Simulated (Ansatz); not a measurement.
Effect of pressure −1 GPa on IrO2

The reference is IrO2 in the rutile structure (space group P4_2/mnm, No. 136; a = 4.472 Å, c = 3.154 Å).

Modification: hydrostatic tension (pressure −1 GPa).

The values are results of Ansatz (a first-principles code), PBEsol, PAW, cutoff 420 eV, no SOC, earlier PAW set, not measurements. k-mesh 11×11×15 (Γ-centred); smearing 0.05 eV (Fermi–Dirac).

| quantity | base | changed | shift |
|---|---|---|---|
| volume per atom | 10.51 Å³ | 10.55 Å³ | +0.04 Å³ |
| density | 11.81 g/cm³ | 11.77 g/cm³ | -0.04 g/cm³ |
| lattice parameter a | 4.472 Å | 4.478 Å | +0.006 Å |
| c/a ratio | 0.705 | 0.705 | -0.0006 |
| shortest interatomic distance | 1.953 Å | 1.955 Å | +0.0026 Å |
| enthalpy H = E + PV relative to the base's energy | – | -0.07 eV/atom | – |
| band gap | zero | zero | – |

Final structure:

```xyz
6
Lattice="4.4783 0.0000 0.0000 0.0000 4.4783 0.0000 0.0000 0.0000 3.1556" Properties=species:S:1:pos:R:3 pbc="T T T"
Ir     0.0000     0.0000     0.0000
Ir     2.2392     2.2392     1.5778
O      1.3827     1.3827     0.0000
O      3.6219     0.8564     1.5778
O      0.8564     3.6219     1.5778
O      3.0956     3.0956     0.0000
```

Load acts through the strain it causes; cell and atoms are relaxed under it. Whether these cells are dynamically stable was not tested. No Hubbard U is applied, and correlation can decide whether such a compound is a metal. All final runs are without spin polarisation.
